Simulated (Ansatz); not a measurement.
Formation energy of AlCo (CsCl type, Pm-3m) from the elements: levels of theory

Consider the formation energy of AlCo (CsCl type, Pm-3m) from the elements. Reaction: Co (hcp) + Al (fcc) → AlCo (CsCl type). The sign is products less reactants. The value is per atom of the solid.

AlCo (CsCl type, Pm-3m), 2 atoms in the cell; spin state with PBE: no moments. Conventional cell: a = b = c = 2.853 Å, α = β = γ = 90.00°.

Co (hcp, P6₃/mmc), 2 atoms in the cell; spin state with PBE: parallel moments, net moment 3.2 μB a cell.

Setting: static, neutral cells in Ansatz (PAW) whose structures rest at the PBE level. Ansatz (an electronic-structure program) runs with its PAW set soft_1. Other levels take these structures. The lattices are those relaxed with PBE, so at other levels the solids can be strained, which adds to the spread. A dispersion term (D3(BJ), or D4 for r2SCAN) was computed beside these levels and is taken off wherever the name lacks it. No search over spin orders was made beyond those shown.

```json
[
 {"Level": "PBE", "value (eV/atom)": "-0.59"},
 {"Level": "PBE+D3(BJ)", "value (eV/atom)": "…"},
 {"Level": "LDA", "value (eV/atom)": "-0.68"},
 {"Level": "PBEsol", "value (eV/atom)": "-0.62"},
 {"Level": "RPBE", "value (eV/atom)": "-0.56"}
]
```

**Question.** What belongs in the gaps?

**Answer.** 
- PBE+D3(BJ), value (eV/atom): -0.65

The levels span 0.12 eV/atom, from LDA (-0.68) to RPBE (-0.56).
